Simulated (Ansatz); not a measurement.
Ge on the Si site in alpha quartz, relaxed from 2 sites or starts (the Si site; the Si site, started 0.95 Å off site, one bond broken); at each charge the lowest end counts.

Level of theory: PBE, PAW (plane waves to 420 eV; Ansatz, an electronic-structure program). Details: 72-site cell; 2×2×2 Γ-centred k-points; host gap 5.68 eV; charged states image-corrected; energies good to tenths of an eV; flagged in the runs: for some of the defects a doubtful potential alignment, a host whose relaxation on this sampling wasn't shown to rest, a strain field that reaches the edge of the cell.

```tsv
charge	neighbours at the lowest end (Å)	corrected energy + q E_VBM, against the first (eV)
0	O 1.75, O 1.75, O 1.75, O 1.75	0.00
−1	O 1.84, O 1.84, O 1.92, O 1.95, Si 3.06, Si 3.09	5.46
```

Charges from +1 to −1 were run. The lines E(q) + q E_F give the stable charge, which changes above the valence-band maximum at (0/−1) at 5.46 eV.
